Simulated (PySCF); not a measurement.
PySCF 2.14.0, HF/def2-svp, df: Mo(O)(NMe)(Cl)(Br) (C[N]=[Mo](=[O])([Cl])[Br]), 9 atoms. The geometry is a generated start, not checked to be a minimum at this level.

```
Item                                                 Value
-------------------------  -------------------------------
task                                                energy
method                                                  hf
basis                                             def2-svp
two-electron scheme                        density fitting
mol.max_memory                                     3000 MB
mf.max_cycle                                           100
mf.init_guess                              minao (default)
mf.DIIS                                    CDIIS (default)
mf.diis_space                                  8 (default)
mf.conv_tol                                1e-09 (default)
effective core potentials  those of the basis set, past Kr
basis functions                                        138
```

```xyz
9

Mo     0.1941    -0.4478     1.3980
O      1.6893    -0.0628     1.9545
N     -0.1385     0.0108    -0.2447
C     -0.0691     0.4765    -1.5677
H     -1.0040     0.9768    -1.8420
H      0.7621     1.1853    -1.6895
H      0.0797    -0.3659    -2.2517
Cl    -0.1623    -2.5837     1.5569
Br    -1.3514     0.8109     2.6861
```

Charge 0 and multiplicity 1 are set for this test and not shown to be the ground state.

One run each on 2 threads, 1 BLAS thread. Values of level_shift (Hartree) tried: 0 (default), 0.1, 0.3, 1.

Task: Predict the course of the Fock builds along this series.

Result: Fewest Fock builds, within one of each other: 0 (default) with 19, 0.1 with 20. The count rises to 35 at 1. All converge to one solution.

```
level_shift (Hartree)  Fock builds            end
---------------------  -----------  -------------
0 (default)                     19  same solution
0.1                             20  same solution
0.3                             22  same solution
1                               35  same solution
```
